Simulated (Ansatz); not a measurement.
1T (CdI2-type) MgI₂

Level of theory: HSE06-D3(BJ) in Ansatz (plane waves, PAW).

Cell: relaxed at this level.

```
Item                            Result
-------------------------  -----------
interlayer binding energy  21.1 meV/Å²
layer repeat distance          6.688 Å
gap between the layers         3.367 Å
```

Spin–orbit coupling is not included.

It cost about 30 core-minutes (a rough figure) of CPU time.

Ansatz is a program for electronic structure.
